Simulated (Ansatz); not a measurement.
Given:

```
CELL_PARAMETERS angstrom
      0.00000     2.72216     2.70855
      2.72216     0.00000     2.70855
      2.72216     2.72216     0.00000
ATOMIC_POSITIONS crystal
  Si 0.00000 0.00000 0.00000
  Si 0.25000 0.25000 0.25000
```

No spin polarisation.

Computed with r2SCAN (Ansatz, an electronic-structure program, PAW, no spin-orbit coupling). Γ-centred 10×10×10 mesh, Fermi–Dirac width 0.05 eV.

Question: Predict the stress, gap character, electron mass and band gap.

Answer: The stress (xx, yy, zz, yz, xz, xy; compression positive) is (0.31, 0.31, 0.84, 0.00, 0.00, 0.00) GPa and the gap character comes out as indirect, Γ → Γ–M (87 % along). The electron mass is 0.91 mₑ along k, 0.19 mₑ across (off the special points) and the band gap is 0.71 eV.

The cells carry an imposed strain or load. Masses are band curvatures over ±0.01 Å⁻¹ around the edge. Along k means along the line from Γ to the band edge. No phonon test of stability was made. The cell was made from Si in the diamond structure (space group Fd-3m, No. 227) by this change: uniaxial strain ε_zz = −0.50 %.
